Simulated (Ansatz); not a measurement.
# A computed series for Cu: pressure series

Consider Cu in the fcc (Cu type) structure (space group Fm-3m, No. 225).

```yaml
crystal:
  lattice:
    - [0.00000, 1.81440, 1.81440]
    - [1.81440, 0.00000, 1.81440]
    - [1.81440, 1.81440, 0.00000]
  atoms:
    - { symbol: Cu, position: [0.00000, 0.00000, 0.00000] }
```

Cell and atoms are relaxed at each pressure.

Level of theory: PBE (Ansatz, an electronic-structure program; PAW; 420 eV plane waves; without spin-orbit coupling), earlier PAW set.

Notes on the quantities. enthalpy: H = E + PV relative to the base's energy.

```json
[
 {"change": "base", "enthalpy": "–", "lattice parameter a": "3.629 Å"},
 {"change": "pressure −2 GPa", "enthalpy": "-0.15 eV/atom", "lattice parameter a": "3.647 Å"},
 {"change": "pressure −1 GPa", "enthalpy": "-0.07 eV/atom", "lattice parameter a": "3.638 Å"},
 {"change": "pressure 0.9 GPa", "enthalpy": "+0.07 eV/atom", "lattice parameter a": "3.621 Å"},
 {"change": "pressure 2.1 GPa", "enthalpy": "+0.16 eV/atom", "lattice parameter a": "3.611 Å"},
 {"change": "pressure 4.5 GPa", "enthalpy": "+0.33 eV/atom", "lattice parameter a": "3.593 Å"},
 {"change": "pressure 9 GPa", "enthalpy": "+0.65 eV/atom", "lattice parameter a": "3.562 Å"},
 {"change": "pressure 15 GPa", "enthalpy": "+1.07 eV/atom", "lattice parameter a": "3.527 Å"},
 {"change": "pressure 22.5 GPa", "enthalpy": "+1.57 eV/atom", "lattice parameter a": "3.489 Å"},
 {"change": "pressure 30 GPa", "enthalpy": "+2.06 eV/atom", "lattice parameter a": "3.456 Å"}
]
```

Load acts through the strain it causes; cell and atoms are relaxed under it. No phonon test of stability was made. No other phases were tried under pressure. The final runs are not spin-polarised.
